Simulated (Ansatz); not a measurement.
**ZnSnN2: response to strain**

Consider ZnSnN$_{2}$ (space group Pna2_1, No. 33).

```
CELL_PARAMETERS angstrom
      5.90561     0.00000     0.00000
      0.00000     6.80455     0.00000
      0.00000     0.00000     5.53722
ATOMIC_POSITIONS crystal
  Zn 0.58297 0.87498 0.99893
  Zn 0.41703 0.12502 0.49893
  Zn 0.91703 0.37498 0.49893
  Zn 0.08297 0.62502 0.99893
  Sn 0.58738 0.37502 0.99933
  Sn 0.41262 0.62498 0.49933
  Sn 0.91262 0.87502 0.49933
  Sn 0.08738 0.12498 0.99933
  N  0.58249 0.37401 0.37828
  N  0.41751 0.62599 0.87828
  N  0.91751 0.87401 0.87828
  N  0.08249 0.12599 0.37828
  N  0.58027 0.87608 0.37345
  N  0.41973 0.12392 0.87345
  N  0.91973 0.37608 0.87345
  N  0.08027 0.62392 0.37345
```

Cartesian axes are those of the cell as printed.

Strains are applied to the cell and any free atomic positions relax; under biaxial strain the out-of-plane vector relaxes too; under stress the whole cell relaxes.

Level of theory: Kohn–Sham DFT with the PBE functional, run in Ansatz (an electronic-structure program) with PAW and 420 eV plane waves, no SOC.

Notes on the quantities. band gap: uncertain: the edges found look like a band crossing or inverted bands; the base alone.

```tsv
variant	shortest interatomic distance	band gap
base	2.067 Å	0.11 eV
biaxial strain +0.57 %, plane normal [001], relaxed out of plane	…	0.11 eV
uniaxial strain ε_zz = +2.82 %	2.080 Å	zero
uniaxial stress, 5 GPa tension along z	2.069 Å	zero
```

**Question.** Complete the table.

**Answer.** 
- biaxial strain +0.57 %, plane normal [001], relaxed out of plane, shortest interatomic distance: 2.075 Å

Beyond what the load breaks, stability against distortions was not tested. All final runs are without spin polarisation. Gaps under 0.05 eV, about the width of the smearing, are given as zero. A zero or small gap of ZnSnN2 can be the functional's error rather than a property of the material.
